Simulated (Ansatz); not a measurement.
# W5Si3 (space group I4/mcm, No. 140; a cell from a computed database, its experimental status unchecked)

```
CELL_PARAMETERS angstrom
     -4.79801     4.79801     2.46488
      4.79801    -4.79801     2.46488
      4.79801     4.79801    -2.46488
ATOMIC_POSITIONS crystal
  Si 0.75000 0.75000 0.00000
  Si 0.25000 0.25000 0.00000
  Si 0.16813 0.33187 0.50000
  Si 0.83187 0.66813 0.50000
  Si 0.33187 0.83187 0.16373
  Si 0.66813 0.16813 0.83627
  W  0.77592 0.92481 0.70073
  W  0.22408 0.07519 0.29927
  W  0.92481 0.22408 0.14889
  W  0.07519 0.77592 0.85111
  W  0.72408 0.42481 0.14889
  W  0.27592 0.57519 0.85111
  W  0.57519 0.72408 0.29927
  W  0.42481 0.27592 0.70073
  W  0.75000 0.25000 0.50000
  W  0.25000 0.75000 0.50000
```

All numbers come from DFT with PBEsol, PAW potentials and a 420 eV plane-wave cutoff in Ansatz (an electronic-structure program), no spin-orbit coupling. k-mesh 9×9×9 (Γ-centred); smearing 0.05 eV (Fermi–Dirac).

The volume per atom is 14.19 Å³ and the density is 14.68 g/cm³. The band gap comes out as zero and the total energy is -6643.643 eV/atom (σ→0; compares only within this code and set-up).

Whether these cells are dynamically stable was not tested. The final runs are not spin-polarised.
